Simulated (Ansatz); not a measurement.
**Pressure series in GaAs**

Take GaAs in the zinc blende structure (space group F-43m, No. 216; a = 5.603 Å) as the base.

Cell and atoms are relaxed at each pressure.

Computed with LDA/PAW in Ansatz (a first-principles code), without spin-orbit coupling.

Notes on the quantities. enthalpy: H = E + PV relative to the base's energy; hole mass: degenerate bands, along [100].

| case | enthalpy | shortest interatomic distance | band gap | hole mass |
|---|---|---|---|---|
| base | – | 2.426 Å | 0.49 eV | 0.028, 0.33, 0.33 mₑ (at Γ) |
| pressure −2 GPa | -0.28 eV/atom | 2.450 Å | 0.27 eV | – |
| pressure −1 GPa | -0.14 eV/atom | 2.437 Å | 0.38 eV | 0.023, 0.34, 0.34 mₑ (at Γ) |
| pressure 0.9 GPa | +0.12 eV/atom | 2.417 Å | 0.58 eV | 0.033, 0.33, 0.33 mₑ (at Γ) |
| pressure 2.1 GPa | +0.28 eV/atom | 2.405 Å | 0.69 eV | 0.039, 0.32, 0.32 mₑ (at Γ) |
| pressure 4.5 GPa | +0.60 eV/atom | 2.383 Å | 0.90 eV | 0.049, 0.31, 0.31 mₑ (at Γ) |
| pressure 9 GPa | +1.17 eV/atom | 2.349 Å | 1.09 eV | 0.064, 0.29, 0.29 mₑ (at Γ) |
| pressure 15 GPa | +1.90 eV/atom | 2.312 Å | 0.99 eV | 0.080, 0.28, 0.28 mₑ (at Γ) |
| pressure 22.5 GPa | +2.77 eV/atom | 2.274 Å | 0.87 eV | 0.096, 0.26, 0.26 mₑ (at Γ) |
| pressure 30 GPa | +3.60 eV/atom | 2.243 Å | 0.76 eV | 0.11, 0.24, 0.24 mₑ (at Γ) |

Load acts through the strain it causes; cell and atoms are relaxed under it. Masses are band curvatures over ±0.01 Å⁻¹ around the edge. No phonon test of stability was made. Measured, GaAs leaves this structure (for a Cmcm phase) near 15 GPa (room temperature; as listed in arXiv:1906.07825). The zero or small gap of GaAs under pressure −2 GPa can change with the level of theory.
